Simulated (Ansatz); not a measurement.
## CuI, pressure series

Consider CuI in the zinc blende structure (space group F-43m, No. 216; a = 5.939 Å).

Cell and atoms are relaxed at each pressure.

Calculations: PBEsol (Ansatz, a program for electronic structure; PAW; 420 eV plane waves; no spin-orbit coupling).

Base values:

- Band gap = 1.17 eV

Question: The aim is a band gap between 1.36 eV and 1.43 eV. Which of these changes reaches it?
(A) pressure 22.5 GPa
(B) pressure 4.5 GPa
(C) pressure 15 GPa
(D) pressure −1 GPa

Answer: B, pressure 4.5 GPa. It gives 1.40 eV; pressure −1 GPa gives 1.11 eV; pressure 15 GPa gives 1.78 eV; pressure 22.5 GPa gives 1.88 eV. Changes not listed may reach it too

With I present, leaving out spin-orbit coupling can change the band edges. Load acts through the strain it causes; cell and atoms are relaxed under it. No phonon test of stability was made. Tetrahedral semiconductors of this kind turn to denser phases somewhere between about 1 and 50 GPa; those were not computed, so compressed cells here can lie past the real transition. All final runs are without spin polarisation.
